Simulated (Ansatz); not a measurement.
Base system: GaAs in the zinc blende structure (space group F-43m, No. 216; a = 5.6028 Å). Axes: x, y, z lie along the cube axes.

Level of theory: DFT with LDA, PAW potentials and a 420 eV plane-wave cutoff in Ansatz (a program for electronic structure), no SOC.

For the base:

Valence-band top at Γ: 0.00, 0.00, 0.00 eV

Perturbation: uniaxial strain ε_zz = −0.50 %, all other strain components held at zero; the atoms relax in the strained cell.

Q: What happens to the valence-band top at Γ, energy relative to the base and stress?

A: The valence-band top at Γ (three highest levels, from the VBM) becomes 0.00, -0.03, -0.03 eV (base: 0.00, 0.00, 0.00 eV); the energy stays essentially unchanged; the stress (xx, yy, zz, yz, xz, xy; compression positive) amounts to (0.28, 0.28, 0.60, 0.00, 0.00, 0.00) GPa.

The levels and masses belong to the bands next to the band gap. No phonon test of stability was made.
